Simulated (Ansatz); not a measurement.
# How far to go with shifted k-point meshes: BaTiO3 (P4mm, 5 atoms in the cell)

```xyz
5
Lattice="3.9701 0.0000 0.0000 0.0000 3.9701 0.0000 0.0000 0.0000 4.0198" Properties=species:S:1:pos:R:3 pbc="T T T"
Ba     0.0000     0.0000     0.0500
Ti     1.9850     1.9850     2.0622
O      1.9850     1.9850     3.9273
O      0.0000     1.9850     1.9576
O      1.9850     0.0000     1.9576
```

Method: PBE (plane waves, PAW; Ansatz, a first-principles code).

Base settings: basis.ecutwfc = 30.9 Ry; kpoints.mp_grid.grid = 6 6 6; hamiltonian.xc = pbe; hamiltonian.pseudopotentials = {kind: paw} (the program's default PAW files); scf.occupations.method = fermi_dirac; scf.occupations.width = 0.0015 Ry.

In this ladder: kpoints.mp_grid.shift = 0.5 0.5 0.5.

Shifted meshes do not hold Γ, so a gap read on them misses any band edge there.

Only quantities that move along the ladder and can be compared are tabulated.

The count of work is k-points × plane waves × bands × iterations; it is no time. Core times come from one kind of shared machine, to one figure; runs under 30 s give none.

The starting cell has typed, rounded lattice constants, without a prior relaxation at this level. Its lattice was rescaled by up to half a per cent. One atom was moved a little off its site on purpose. In the base run, with a pressure of about 6 GPa the cell is away from its equilibrium volume at this level. Ansatz's pressure includes its estimate of the finite-basis (Pulay) stress.

| kpoints.mp_grid.grid | free energy less the last step's (meV/atom) | pressure (GPa) | largest difference of a force vector from the last step's (eV/Å) | gap on the mesh (eV) | count of work / last | core time / last (rough) |
|---|---|---|---|---|---|---|
| 2 2 2 | -60.90 | 5.13 | 1.103 | 4.042 | 0.0025 | – |
| 3 3 3 | -10.39 | 5.54 | 0.303 | 2.709 | 0.015 | – |
| 4 4 4 | -1.60 | 5.63 | 0.075 | 2.632 | 0.015 | – |
| 5 5 4 | -0.88 | 5.63 | 0.024 | 2.274 | 0.030 | – |
| 5 5 5 | -0.21 | 5.64 | 0.016 | 2.253 | 0.044 | – |
| 6 6 6 | -0.05 | 5.64 | 0.003 | 2.285 | 0.044 | – |
| 7 7 7 | 0.00 | 5.64 | 0.000 | 2.098 | 0.099 | – |
| 8 8 8 | -0.01 | 5.64 | 0.000 | 2.135 | 0.099 | – |
| 9 9 9 | 0.00 | 5.64 | 0.000 | 2.024 | 0.19 | – |
| 10 10 10 | 0.00 | 5.64 | 0.000 | 2.055 | 0.19 | – |
| 11 11 11 | 0.00 | 5.64 | 0.000 | 1.983 | 0.31 | – |
| 12 12 12 | 0.00 | 5.64 | 0.000 | 2.008 | 0.31 | – |
| 13 13 13 | 0.00 | 5.64 | 0.000 | 1.959 | 0.48 | – |
| 15 15 14 | 0.00 | 5.64 | 0.000 | 1.944 | 0.62 | 0.5 |
| 16 16 16 | 0.00 | 5.64 | 0.000 | 1.959 | 0.71 | 0.6 |
| 18 18 18 | 0.00 | 5.64 | 0.000 | 1.946 | 1.0 | 1 |

Coarsest kpoints.mp_grid.grid that holds the free energy within 2 meV/atom of the last step, with all finer ones: 4 4 4, at 0.015 of the last step's count of work; the step before is off by 10 meV/atom.

Coarsest kpoints.mp_grid.grid that holds the forces within 0.02 eV/Å of the last step, with all finer ones: 5 5 5, at 0.044 of the last step's count of work; the step before is off by 0.024 eV/Å.

Coarsest kpoints.mp_grid.grid that holds the pressure within 0.05 GPa of the last step, with all finer ones: 4 4 4, at 0.015 of the last step's count of work; the step before is off by 0.10 GPa.

The gap on the mesh jumps up and down from mesh to mesh; it is no smooth measure of convergence.

Keys are those of Ansatz 0.2.
